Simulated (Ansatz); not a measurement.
Consider KTaO₃ in the cubic perovskite structure (space group Pm-3m, No. 221; a = 3.990 Å).

Now apply this change: cell and atoms relaxed at a pressure of 1.8 GPa.

Computed with Kohn–Sham DFT with the r2SCAN functional, run in Ansatz (a first-principles code) with PAW and 500 eV plane waves, without spin-orbit coupling.

Base, band edges from the VBM (valence, conduction): M -0.04, 5.48; R 0.00, 6.92; X -0.87, 2.78; Γ -0.64, 2.63 eV.

Give the band edges at the high-symmetry points of the new zone, measured from its valence-band maximum.


| point | valence edge (eV) | conduction edge (eV) |
|---|---|---|
| Γ | -0.64 | 2.65 |
| X | -0.87 | 2.80 |
| M | -0.04 | 5.54 |
| R | 0.00 | 7.00 |

The gap is 2.65 eV, indirect, R → Γ.

Spin-orbit coupling, missing from the scalar runs, can matter with Ta. Load acts through the strain it causes; cell and atoms are relaxed under it. Whether these cells are dynamically stable was not tested.
